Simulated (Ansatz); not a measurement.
Ansatz (a program for electronic structure) run on Li5Mg (P1, 6 atoms in the cell): self-consistent single point.

Level of theory: PBEsol, PAW files made with PBE (plane waves; Ansatz).

The change in words: atoms moved at random. Reference geometry:
```
Li5Mg
1.0
    4.56066    -2.63391     0.00000
    4.56066     2.63391     0.00000
   -3.01374     0.00000     4.97391
Li Mg
5 1
Direct
  0.00317   0.99683   0.00000
  0.33010   0.33314   0.99974
  0.66686   0.66990   0.00026
  0.50039   0.16721   0.50118
  0.83279   0.49961   0.49882
  0.16669   0.83331   0.50000
```

Reference input (self-consistent single point, DFT, PBEsol, plane waves, PAW files made with PBE): basis.ecutwfc = 420 eV; kpoints.mp_grid.grid = 6 6 6; hamiltonian.xc = pbesol; hamiltonian.pseudopotentials = {kind: paw} (the program's default PAW files); scf.occupations.method = fermi_dirac; scf.occupations.width = 0.05 eV. This run's input differs from it in these lines:

Ansatz 0.2 input:
```diff
@@ -7,8 +7,8 @@
   atoms:
-    - { symbol: Li, position_ang: [4.560658, 2.617215, 0.000000] }
-    - { symbol: Li, position_ang: [0.011851, 0.008007, 4.972617] }
-    - { symbol: Li, position_ang: [6.095722, 0.008007, 0.001293] }
-    - { symbol: Li, position_ang: [1.534268, -0.877567, 2.492824] }
-    - { symbol: Li, position_ang: [4.573305, -0.877567, 2.481086] }
-    - { symbol: Mg, position_ang: [3.053787, 1.755820, 2.486955] }
+    - { symbol: Li, position_ang: [4.612261, 2.578241, -0.048292] }
+    - { symbol: Li, position_ang: [0.024056, -0.026236, 4.996740] }
+    - { symbol: Li, position_ang: [6.024861, 0.006564, 0.047700] }
+    - { symbol: Li, position_ang: [1.525031, -0.868354, 2.479300] }
+    - { symbol: Li, position_ang: [4.599570, -0.805727, 2.453854] }
+    - { symbol: Mg, position_ang: [3.043813, 1.749425, 2.505478] }
 basis:
```

Output, abridged:

```
SCF iter   1: F=—  HF=-2927.513062 eV  |F-HF|=—  |Δ(HF+E_count)|=         —  Δρ=1.42e-2  dr2=7.41e-1  ethr=3.10e-3  ⟨swp⟩=5.1  Hψ=9046  notcnv=0
all-band conjugate gradients solve this SCF's bands
preconditioner: auto → Kerker (q_TF=auto, 2.102 Å⁻¹)
SCF iter   2: F=—  HF=-2927.309066 eV  |F-HF|=—  |Δ(HF+E_count)|=   2.04e-1  Δρ=9.04e-3  dr2=3.23e-1  ethr=2.97e-3  ⟨swp⟩=2.0  Hψ=3598  notcnv=0  defer=66
   [... lines left out ...]
SCF iter   4: F=—  HF=-2927.176518 eV  |F-HF|=—  |Δ(HF+E_count)|=   1.84e-3  Δρ=5.17e-4  dr2=6.19e-4  ethr=2.22e-5  ⟨swp⟩=2.0  Hψ=3137  notcnv=0  defer=71
SCF iter   5: F=—  HF=-2927.176457 eV  |F-HF|=—  |Δ(HF+E_count)|=   6.10e-5  Δρ=1.19e-4  dr2=3.79e-5  ethr=2.48e-6  ⟨swp⟩=1.0  Hψ=2061  notcnv=0  defer=71
SCF iter   6: F=—  HF=-2927.176451 eV  |F-HF|=—  |Δ(HF+E_count)|=   5.81e-6  Δρ=1.74e-5  dr2=5.63e-7  ethr=1.52e-7  ⟨swp⟩=2.0  Hψ=2498  notcnv=0  defer=71
SCF iter   7: F=-2927.176451 eV  HF=-2927.176451 eV  |F-HF|=7.02e-9  |Δ(HF+E_count)|=   1.65e-8  Δρ=5.23e-6  dr2=4.83e-8  ethr=4.00e-10  ⟨swp⟩=8.2  Hψ=9640  notcnv=0
SCF 1 converged in 7 iterations: F = -2927.176451 eV  dr2 = 4.83e-8
Free energy (F): -2927.176451 eV
Internal energy: -2927.156414 eV  (E = F + TS)
E sigma→0 (E₀):  -2927.166432 eV
Entropy (-TS):   -0.020037 eV (-3.339 meV/atom)
Fermi energy:    1.911082 eV
--- Forces (eV/Å), atoms counted from 1 ---
  atom   1  Li    -0.14080786     0.07927207     0.11774639
  atom   2  Li     0.00112488     0.02387858    -0.05621458
  atom   3  Li     0.11871242    -0.05916164    -0.08899231
  atom   4  Li     0.01277888     0.04241397     0.03732482
  atom   5  Li    -0.07930962    -0.14881674     0.08655330
  atom   6  Mg     0.08749631     0.06240832    -0.09640960
--- Stress (GPa, compression-positive) ---
        0.264963      -0.055500      -0.076295
       -0.055500      -0.004463       0.050489
       -0.076295       0.050489       0.398481
  P = ⅓ Tr σ = 0.2197 GPa (2.197 kbar)
  The stress holds the Pulay correction. Without it, at fixed plane waves, as pw.x and ABINIT print it: P = 0.2174 GPa
```

The run converged in 7 iterations. Against the reference run the free energy goes up by 3.9 meV/atom, the pressure moves little (0.18 to 0.22 GPa) and the largest force goes from 0.035 to 0.200 eV/Å.

The starting cell comes from a database of computed structures (which also holds hypothetical and non-ambient phases and stackings), without a prior relaxation at this level. Its lattice was rescaled by a random factor within 2.5 % of one. For this run, on top of that: atoms moved at random. Ansatz's pressure includes its estimate of the finite-basis (Pulay) stress.
